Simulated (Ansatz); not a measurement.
An Ansatz (a quantum-chemistry and plane-wave program) run: Mo with a change (tensor shear ε_xy = −2.69 %); r2SCAN/PAW in Ansatz, without spin-orbit coupling, earlier PAW set.

Input:

Ansatz 0.2 input:
```yaml
crystal:
  lattice:
    - [-1.6179996637, 1.6179996637, 1.575615604]
    - [1.6179996637, -1.6179996637, 1.575615604]
    - [1.5332315442, 1.5332315442, -1.575615604]
  atoms:
    - { symbol: Mo, position: [0, 0, 0] }
basis: { ecutwfc: 500, ecutrho_ratio: 4, xc_grid: 4, fft_grid_basis: typed }
kpoints: { mp_grid: { grid: [29, 29, 29] } }
hamiltonian:
  xc: r2scan
  dispersion: none
  pseudopotentials: { azcp: { folder: ./paw }, kind: paw }
scf: { occupations: { method: fermi_dirac, width: 0.1 }, convergence: { dr2_threshold: 0.0000000001 } }
relax: { f_tol: 0.005, max_steps: 50 }
output: { forces: true, stress: true }
checkpoint: { write: state.ck, write_every: 1000 }
```

Output (explanatory and most iteration lines left out):

```
Relaxation: its limit of steps is 50 (relax.max_steps)
Pseudopotential: Mo, paw, valence charge 14
Crystal: 1 atoms, lattice volume = 15.635 Å³
Basis set: ecut = 500 eV, 391 PW (Γ), exchange–correlation on 96×96×80 points (64 copies of the dense FFT grid, shifted against one another)
Bands: 11, of which v1, the nominal top of the filled ones, is band 7 counted from 1 (6 counted from 0)
Symmetry: 8 space group operations
Space group: Fmmm (ITA 69), of the structure as read, at distance tolerance 2.5e-5 Å
k-points: 3375 of 24389
Functional: x = r2scan, c = r2scan; τ floored in thin density (d = 2e-4 eV/Å³)
SCF iter   1: F=—  HF=-4968.063811 eV  |F-HF|=—  |Δ(HF+E_count)|=         —  Δρ=1.04e-1  dr2=1.73e0  dr2_τ=4.37e-2  ethr=3.10e-3  ⟨swp⟩=5.0  Hψ=216609  notcnv=0
SCF iter   2: F=—  HF=-4967.587421 eV  |F-HF|=—  |Δ(HF+E_count)|=   4.76e-1  Δρ=3.23e-2  dr2=6.40e-2  dr2_τ=5.50e-2  ethr=3.10e-3  ⟨swp⟩=2.0  Hψ=99014  notcnv=0  defer=26
SCF 1 converged in 8 iterations: F = -4967.619683 eV  dr2 = 2.53e-12
relax step   1: F+E_penalty+E_count = -4967.61968342 eV  Δ(F+E_penalty+E_count) = +0.000e0 eV  max|allowed force component| = 0.000e0 eV/Å  Δτ_max = 0.0000 Å  (8 SCF iters, accepted)
Crystal: 1 atoms, lattice volume = 15.635 Å³
SCF iter   1: F=—  HF=-4967.619683 eV  |F-HF|=—  |Δ(HF+E_count)|=         —  Δρ=2.55e-7  dr2=2.53e-12  dr2_τ=5.02e-12  ethr=1.00e-12  ⟨swp⟩=1.2  Hψ=234745  notcnv=0  defer=3
SCF iter   2: F=-4967.619683 eV  HF=-4967.619683 eV  |F-HF|=9.09e-13  |Δ(HF+E_count)|=  9.09e-13  Δρ=1.24e-7  dr2=5.67e-13  dr2_τ=2.17e-13  ethr=1.00e-12  ⟨swp⟩=3.0  Hψ=98199  notcnv=0
SCF 2 converged in 2 iterations: F = -4967.619683 eV  dr2 = 5.67e-13
SCF converged after 2 iterations
Free energy (F): -4967.619683 eV
Internal energy: -4967.600109 eV  (E = F + TS)
E sigma→0 (E₀):  -4967.609896 eV
Entropy (-TS):   -0.019574 eV (-19.574 meV/atom)
Fermi energy:    21.034243 eV
--- Forces (eV/Å), atoms counted from 1 ---
  atom   1  Mo     0.00000000     0.00000000     0.00000000
--- Stress (GPa, compression-positive) ---
        0.482150       5.649818       0.000000
        5.649818       0.482150       0.000000
        0.000000       0.000000       0.731700
  P = ⅓ Tr σ = 0.5653 GPa (5.653 kbar)
--- Relaxed structure (1 steps of the walk, 1 accepted, 0 SCFs on fresh bases) ---
  atoms:
    - { symbol: Mo, position: [0.0, 0.0, 0.0] }
```

The cells carry an imposed strain or load. No phonon test of stability was made. All final runs are without spin polarisation. The cell was made from Mo in the bcc (W type) structure (space group Im-3m, No. 229) by this change: tensor shear ε_xy = −2.69 %.
